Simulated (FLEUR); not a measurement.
FLEUR run on AlGa3N4 (P-43m, 8 atoms in the cell): self-consistent single point.

Method: LDA (Perdew-Zunger), all-electron FLAPW (FLEUR), scalar-relativistic valence run with FLEUR.

```yaml
crystal:
  lattice:
    - [4.47169, 0.00000, 0.00000]
    - [0.00000, 4.47169, 0.00000]
    - [0.00000, 0.00000, 4.47169]
  atoms:
    - { symbol: Al, position: [0.00000, 0.00000, 0.00000] }
    - { symbol: Ga, position: [0.50000, 0.50000, 0.00000] }
    - { symbol: Ga, position: [0.00000, 0.50000, 0.50000] }
    - { symbol: Ga, position: [0.50000, 0.00000, 0.50000] }
    - { symbol: N, position: [0.75571, 0.75571, 0.24429] }
    - { symbol: N, position: [0.75571, 0.24429, 0.75571] }
    - { symbol: N, position: [0.24429, 0.24429, 0.24429] }
    - { symbol: N, position: [0.24429, 0.75571, 0.75571] }
```

Reference input (self-consistent single point, DFT, PBEsol, all-electron FLAPW (FLEUR), scalar-relativistic valence): Kmax = 4.6 1/bohr; GmaxXC = 13.8 1/bohr; xcFunctional = PBEs; jspins = 1; l_soc = F; mode = hist; fermiSmearingEnergy = 0.0001 Htr; mesh (inpgen div1-3) = 6 6 6; inpgen gamma flag = true; Gmax = 13.8 1/bohr; numbands = 0; maxIterBroyd = 15. This run's input differs from it in these lines:

```diff
@@ -20,3 +20,3 @@
 &comp jspins=1 /
-&exco xctyp='PBEs' /
+&exco xctyp='pz' /
 &kpt div1=6 div2=6 div3=6 gamma=t /
@@ -33,3 +33,3 @@
       <coreElectrons ctail="T" frcor="F" kcrel="0" coretail_lmax="0"/>
-      <xcFunctional name="PBEs" relativisticCorrections="F"/>
+      <xcFunctional name="pz" relativisticCorrections="F"/>
       <magnetism jspins="1"/>
```

The program printed (abridged):

```
 Iteration:     1   Distance:      25.05284446 me/bohr^3
 Iteration:     2   Distance:      21.52242276 me/bohr^3
 Iteration:     3   Distance:       8.40507466 me/bohr^3
 Iteration:     4   Distance:       4.54199629 me/bohr^3
 Iteration:     5   Distance:       3.11821863 me/bohr^3
   [... 9 lines left out ...]
 Iteration:    15   Distance:       0.00005902 me/bohr^3
 Iteration:    16   Distance:       0.00005320 me/bohr^3
 Iteration:    17   Distance:       0.00002943 me/bohr^3
 Iteration:    18   Distance:       0.00000530 me/bohr^3
 Reset of history
 Run finished successfully
 Stop message:
   Structural relaxation: new displacements generated

[file out, last iteration]
             iter=     19
[...]
          total density-effective poten   -9.9630792904E+03
          total charge density-energy d   -2.6249753135E+02
 Updated energy parameters for spin:           1
[...]
 fermi energy and band-weighting factors:

[...]
FERMIE:
          first approx. to ef    (T=0)  :   0.250319 htr   (energy of the highest occ. eigenvalue)
          number of occ. states  (T=0)  :        620
          first approx. to seigv (T=0)  :  -5.494949 htr
          sum of weights of occ. states :  31.000000
          sum of semicore charge        :   0.000000 e
FERHIS:  Fermi-Energy by histogram:
          bandgap                     :   0.086499 htr
   [... lines left out ...]
          charge neutrality (T=0)     :   0.000000    (zero if the highest occ. eigenvalue is "entirely" occupied)
 Direct bandgap for spin            1 :    8.6499338681751969E-002  Htr
 ---->    free energy=                     -6283.6896996704 htr
   [... lines left out ...]
 TOTAL FORCE FOR ATOM TYPE=  1  X=  0.000   Y=  0.000   Z=  0.000
                       FX_TOT= 0.000000 FY_TOT= 0.000000 FZ_TOT= 0.000000
 TOTAL FORCE FOR ATOM TYPE=  2  X=  4.225   Y=  4.225   Z=  0.000
                       FX_TOT= 0.000000 FY_TOT= 0.000000 FZ_TOT= 0.000000
 TOTAL FORCE FOR ATOM TYPE=  3  X= -2.064   Y= -2.064   Z=  2.064
                       FX_TOT=-0.002175 FY_TOT=-0.002175 FZ_TOT= 0.002175
```

The run converged in 18 iterations. FLEUR gives forces in its relaxation mode, with a further iteration, so its stop message speaks of a relaxation. Against the reference run the gap on the mesh goes from 2.294 to 2.354 eV.

The starting cell comes from a database of computed structures (which also holds hypothetical and non-ambient phases and stackings), without a prior relaxation at this level. Values depend on the basis (sphere radii, cutoffs, local orbitals), which need not be converged.

Cost on one core of a shared machine: roughly 4 min.
